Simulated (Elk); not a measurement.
# Input and output of a self-consistent single point for TiNbB4 (P6/mmm, 6 atoms in the cell) (Elk)

Method: PBEsol, all-electron FP-LAPW, Elk's shipped species files, default APW+lo basis in Elk.

The input file:

```
tasks
  0

xctype
  22

swidth
  0.00367493

maxscl
  100

scale
  1.889726125

avec
    3.0870297678    0.0000000539    0.0000000000
   -1.5435149306    2.6734461742    0.0000000000
    0.0000000000    0.0000000000    6.5994300000

atoms
  3
  'Ti.in'
  1
  0.0000000000  0.0000000000  0.5000000000    0.0 0.0 0.0
  'Nb.in'
  1
  0.0000000000  0.0000000000  0.0000000000    0.0 0.0 0.0
  'B.in'
  4
  0.3333333333  0.6666666667  0.7407700000    0.0 0.0 0.0
  0.6666666667  0.3333333333  0.2592300000    0.0 0.0 0.0
  0.6666666667  0.3333333333  0.7407700000    0.0 0.0 0.0
  0.3333333333  0.6666666667  0.2592300000    0.0 0.0 0.0

ngridk
  10 10 4
```

The program printed (abridged):

```
│ Elk code version 10.2.4 │

All units are atomic (Hartree, Bohr, etc.)

│ Ground-state run starting from atomic densities │

Lattice vectors :
   5.833640801      0.1018562381E-06   0.000000000
  -2.916820489       5.052081079       0.000000000
   0.000000000       0.000000000       12.47111528

Unit cell volume      :    367.5490414
Brillouin zone volume :   0.6748765076

Muffin-tin inner radius fraction :   0.1000000000E-01

Nuclei treated as point charges

Species :    1 (Ti)
 parameters loaded from : Ti.in
 name : titanium
 nuclear charge    :   -22.00000000
 electronic charge :    22.00000000
 atomic mass :    87256.20310
 muffin-tin radius :    2.400000000
 number of radial points in muffin-tin :    497
 atomic positions (lattice), magnetic fields (Cartesian) :
   1 :   0.00000000  0.00000000  0.00000000    0.00000000  0.00000000  0.00000000

Species :    2 (Nb)
 parameters loaded from : Nb.in
 name : niobium
 nuclear charge    :   -41.00000000
 electronic charge :    41.00000000
 atomic mass :    169357.9703
 muffin-tin radius :    2.600000000
 number of radial points in muffin-tin :    597
 atomic positions (lattice), magnetic fields (Cartesian) :
   1 :   0.00000000  0.00000000  0.50000000    0.00000000  0.00000000  0.00000000

Species :    3 (B)
 parameters loaded from : B.in
 name : boron
 nuclear charge    :   -5.000000000
 electronic charge :    5.000000000
 atomic mass :    19707.24741
 muffin-tin radius :    1.659027043
 number of radial points in muffin-tin :    297
 atomic positions (lattice), magnetic fields (Cartesian) :
   1 :   0.33333333 -0.33333333  0.24077000    0.00000000  0.00000000  0.00000000
   2 :  -0.33333333  0.33333333 -0.24077000    0.00000000  0.00000000  0.00000000
   3 :  -0.33333333  0.33333333  0.24077000    0.00000000  0.00000000  0.00000000
   4 :   0.33333333 -0.33333333 -0.24077000    0.00000000  0.00000000  0.00000000

Total number of atoms per unit cell :    6

   [... lines left out ...]
Maximum |G| for potential and density :    12.00000000
 potential will be trimmed for |G| > 2 gkmax
Constant for pseudocharge density :    8
Radial integration step length :    4

G-vector grid sizes :     24    24    48
Number of G-vectors :    10703

Maximum angular momentum used for
 APW functions                      :    8
 outer part of muffin-tin           :    6
 inner part of muffin-tin           :    1

Total nuclear charge    :   -83.00000000
Total core charge       :    46.00000000
Total valence charge    :    37.00000000
Total excess charge     :    0.000000000
Total electronic charge :    83.00000000

Effective Wigner radius, rₛ :    1.018707564

Number of empty states         :   24
Total number of valence states :   43
Total number of core states    :   46

Total number of local-orbitals :   47

Exchange-correlation functional :     22     0     0
 PBEsol, Phys. Rev. Lett. 100, 136406 (2008)
 gradient requirement :    1
 generalised gradient approximation (GGA)

Smearing type :    3
 Fermi-Dirac
Smearing width :   0.3674930000E-02
Effective electronic temperature (K) :    1160.451112

Mixing type :    3
 Broyden mixing, J. Phys. A: Math. Gen. 17, L317 (1984)

Kohn-Sham potential initialised from atomic data
│ Self-consistent loop started │
│ Loop number : 1 │
 total energy                :     -4749.60996817
│ Loop number : 2 │
 total energy                :     -4750.55777681
RMS change in Kohn-Sham potential (target) :    6.461811050     (  0.1000000000E-05)
Absolute change in total energy (target)   :   0.9478086427     (  0.1000000000E-03)
│ Loop number : 3 │
 total energy                :     -4745.59356366
RMS change in Kohn-Sham potential (target) :    5.751368378     (  0.1000000000E-05)
Absolute change in total energy (target)   :    4.727260992     (  0.1000000000E-03)
│ Loop number : 4 │
 total energy                :     -4762.63215323
RMS change in Kohn-Sham potential (target) :    3.870769873     (  0.1000000000E-05)
Absolute change in total energy (target)   :    15.85677432     (  0.1000000000E-03)
│ Loop number : 5 │
 total energy                :     -4756.71817678
RMS change in Kohn-Sham potential (target) :    1.236797730     (  0.1000000000E-05)
Absolute change in total energy (target)   :    1.949782866     (  0.1000000000E-03)
   [... lines left out ...]
Absolute change in total energy (target)   :   0.5891199070E-02 (  0.1000000000E-03)
│ Loop number : 15 │
 total energy                :     -4770.48655611
RMS change in Kohn-Sham potential (target) :   0.2586210138E-04 (  0.1000000000E-05)
Absolute change in total energy (target)   :   0.1093971086E-02 (  0.1000000000E-03)
│ Loop number : 16 │
 total energy                :     -4770.48718261
RMS change in Kohn-Sham potential (target) :   0.8244238916E-05 (  0.1000000000E-05)
Absolute change in total energy (target)   :   0.8999934107E-03 (  0.1000000000E-03)
│ Loop number : 17 │
 total energy                :     -4770.48707548
RMS change in Kohn-Sham potential (target) :   0.1619248144E-05 (  0.1000000000E-05)
Absolute change in total energy (target)   :   0.1178735656E-03 (  0.1000000000E-03)
│ Loop number : 18 │
 total energy                :     -4770.48706723
RMS change in Kohn-Sham potential (target) :   0.5860023823E-06 (  0.1000000000E-05)
Absolute change in total energy (target)   :   0.2121864964E-04 (  0.1000000000E-03)
Convergence targets achieved

│ Loop number : 19 │

Energies :
 Fermi                       :     0.454866817766
 sum of eigenvalues          :     -2802.80372310
 electron kinetic            :      4910.50062595
 core electron kinetic       :      4747.87467056
 Coulomb                     :     -9506.75151381
 Coulomb potential           :     -7485.04082837
 nuclear-nuclear             :     -496.314533015
 electron-nuclear            :     -10535.8331332
 Hartree                     :      1525.39615242
 Madelung                    :     -5764.23109962
 xc potential                :     -228.263520680
 exchange                    :     -169.929324515
 correlation                 :     -4.30486099251
 electron entropic           :    -0.198309708998E-02
 total energy                :     -4770.48705646

Density of states at Fermi energy :    43.74457847
 (states/Hartree/unit cell)

Estimated indirect band gap :   0.2647578376E-02
 from k-point     29 to k-point     29
Estimated direct band gap   :   0.2647578376E-02
 at k-point     29

Charges :
 core                        :    46.00000000
 valence                     :    37.00000000
 interstitial                :    7.920012398
 muffin-tins (core leakage)
  species :    1 (Ti)
   atom    1                 :    20.62907900     (  0.5285674121E-09)
  species :    2 (Nb)
   atom    1                 :    39.50326349     (  0.9490247450E-06)
  species :    3 (B)
   atom    1                 :    3.736911278     (  0.1899524013E-03)
   atom    2                 :    3.736911278     (  0.1899524013E-03)
   atom    3                 :    3.736911278     (  0.1899524013E-03)
   atom    4                 :    3.736911278     (  0.1899524013E-03)
 total in muffin-tins        :    75.07998760
 total calculated charge     :    83.00160716
 total charge                :    83.00000000
 error                       :   0.1607161462E-02

│ Self-consistent loop stopped │
```

The run converged in 19 iterations. The count includes the last loop, which Elk runs after its targets are met.

The starting cell comes from a database of computed structures (which also holds hypothetical and non-ambient phases and stackings), without a prior relaxation at this level. Its lattice was rescaled by a random factor within 2.5 % of one. Spin polarisation is off. Values depend on the basis (sphere radii, cutoffs, local orbitals), which need not be converged. The log's line on a gap gives a spacing of levels on this mesh, which the program prints for metals too.
